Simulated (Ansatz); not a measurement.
# Bulk modulus B0 of AlPd (model structure, Cmcm, No. 63, 4 atoms in the cell) at several levels of theory

No measured value is used here.

```csv
level (code),value (GPa),cell (Å³/atom)
LDA (Ansatz),[?],14.28
PBEsol (Ansatz),154,14.65
r²SCAN (Ansatz),154,14.77
```

Problem. What belongs in the gaps?

Solution. 
- LDA (Ansatz, a first-principles code), value (GPa): 165

The crystal itself was run without spin with LDA, PBEsol, r²SCAN; a magnetic state was not tried in these runs. LDA, PBEsol, r²SCAN: the bulk modulus is −V dP/dV from two relaxed cells at ±2 % in volume. Each level is taken at its own relaxed cell. Cutoffs differ between the levels. Ansatz's density-functional and Hartree–Fock values are scalar-relativistic unless marked +SOC, with PAW data made under PBE.

A model structure was made by putting elements into a prototype or built by hand; it is no filed structure, need not be a known phase, and can be a saddle point held by its symmetry.
